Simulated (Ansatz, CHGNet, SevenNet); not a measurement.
**SnO2 (model structure, started from the tetragonal ZrO2 type, P4₂/nmc, No. 137, 6 atoms in the cell): c axis length by level of theory**

No measured value is used here.

```csv
level (code),value (Å)
CHGNet 0.3.0,5.451
SevenNet-0,5.532
LDA (Ansatz),?
PBE (Ansatz),5.534
PBEsol (Ansatz),5.402
PBE-D3(BJ) (Ansatz),5.456
r²SCAN (Ansatz),5.429
r²SCAN+rVV10 (Ansatz),?
```

Problem. Fill in the missing entries.

Solution. 
- LDA (Ansatz, a first-principles code), value (Å): 5.328
- r²SCAN+rVV10 (Ansatz), value (Å): 5.390

Cutoffs differ between the levels. Ansatz's density-functional and Hartree–Fock values are scalar-relativistic unless marked +SOC, with PAW data made under PBE.

Machine-learned potentials (CHGNet 0.3.0, SevenNet-0) are trained on DFT data: a solid inside that data is no test of them.

A model structure was made by putting elements into a prototype or built by hand; it is no filed structure, need not be a known phase, and can be a saddle point held by its symmetry.
